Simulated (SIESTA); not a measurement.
Worked example: self-consistent single point of HgTe (P3_221, 6 atoms in the cell) in SIESTA.

Method of the run: LDA PW92, numerical atomic orbitals DZP, PseudoDojo LDA standard norm-conserving potentials (rewritten from UPF to PSML) (SIESTA 5.4.2).

```xyz
6
Lattice="4.5827 0.0000 0.0000 -2.2914 3.9688 0.0000 0.0000 0.0000 10.2290" Properties=species:S:1:pos:R:3 pbc="T T T"
Hg     1.5772     2.7318     0.0000
Hg     1.4283     0.0000     6.8193
Hg    -0.7142     1.2370     3.4097
Te     1.1771     2.0388     5.1145
Te     2.2285     0.0000     1.7048
Te    -1.1142     1.9299     8.5241
```

Reference input (self-consistent single point, DFT, GGA PBEsol, numerical atomic orbitals DZP, PseudoDojo PBEsol standard norm-conserving potentials (rewritten from UPF to PSML)): XC.functional = GGA; XC.authors = PBEsol; potentials = PseudoDojo PBEsol standard; PAO.BasisSize = DZP; PAO.EnergyShift = 0.005 Ry; MeshCutoff = 300 Ry; kgrid.MonkhorstPack = 5 5 2; OccupationFunction = FD; ElectronicTemperature = 10 meV; MaxSCFIterations = 150; SCF.Mixer.Method = Broyden; SCF.Mixer.Weight = 0.1. This run's input differs from it in these lines:

```diff
@@ -1,2 +1,2 @@
-# files in the folder: Hg.psml Te.psml (PseudoDojo PBEsol standard)
+# files in the folder: Hg.psml Te.psml (PseudoDojo LDA standard)
 SystemName  HgTe
@@ -26,4 +26,4 @@
 
-XC.functional                GGA
-XC.authors                   PBEsol
+XC.functional                LDA
+XC.authors                   PW92
 PAO.BasisSize                DZP
```

Output, abridged:

```
        iscf     Eharris(eV)        E_KS(eV)     FreeEng(eV)     dDmax    Ef(eV) dHmax(eV)
   scf:    1   -21922.792703   -22050.915089   -22050.915089  1.306203 -0.786353 37.679485
   scf:    2   -22155.461715   -22108.255680   -22108.255680  0.278366 -1.359407 23.529647
   scf:    3   -22155.164123   -22137.438273   -22137.438273  0.571410 -2.227550  6.257834
   scf:    4   -22139.266386   -22138.415415   -22138.415415  0.089206 -2.375047  4.253298
   scf:    5   -22139.570922   -22139.164495   -22139.164495  0.138566 -2.474179  0.443907
   [... 3 lines left out ...]
   scf:    9   -22139.172926   -22139.172905   -22139.172905  0.000305 -2.694585  0.030949
   scf:   10   -22139.172977   -22139.172951   -22139.172951  0.001217 -2.703656  0.003015
   scf:   11   -22139.172952   -22139.172952   -22139.172952  0.000118 -2.705059  0.000893
   scf:   12   -22139.172952   -22139.172952   -22139.172952  0.000041 -2.704927  0.000513
SCF Convergence by DM+H criterion
max |DM_out - DM_in|         :     0.0000408682
max |H_out - H_in|      (eV) :     0.0005132835
SCF cycle converged after 12 iterations

Using DM_out to compute the final energy and forces

siesta: E_KS(eV) =           -22139.1730

siesta: E_KS - E_eggbox =    -22139.1730

siesta: Atomic forces (eV/Ang):
     1   -0.101493   -0.175791    0.000000
     2    0.202986    0.000039   -0.000034
     3   -0.101460    0.175811    0.000034
     4    0.349404    0.605185    0.000000
     5   -0.698841   -0.000022   -0.000046
     6    0.349402   -0.605225    0.000045
   Tot   -0.000003   -0.000003   -0.000000
   Max    0.698841
   Res    0.297088    sqrt( Sum f_i^2 / 3N )
   Max    0.698841    constrained

   [... lines left out ...]
siesta: FreeEng =    -22139.172952
   [... lines left out ...]
siesta:     0.012565   -0.000000   -0.000000
siesta:    -0.000000    0.012564    0.000000
siesta:    -0.000000    0.000000    0.007225

siesta: Cell volume =        186.042096 Ang**3

siesta: Pressure (static):
siesta:                Solid            Molecule  Units
siesta:          -0.00011746         -0.00008761  Ry/Bohr**3
siesta:          -0.01078452         -0.00804359  eV/Ang**3
siesta:         -17.27871387        -12.88725413  kBar
```

The run converged in 12 iterations. Against the reference run the pressure goes from 0.01 to -1.73 GPa, the largest force goes from 0.846 to 0.699 eV/Å and the gap on the mesh goes from 0.882 to 0.829 eV.

The starting cell comes from a database of computed structures (which also holds hypothetical and non-ambient phases and stackings), without a prior relaxation at this level. Its lattice was rescaled by a random factor within 2.5 % of one. Spin-orbit coupling is off. Values carry the incompleteness of an atom-centred basis.

Cost on one core of a shared machine: roughly 50 s.
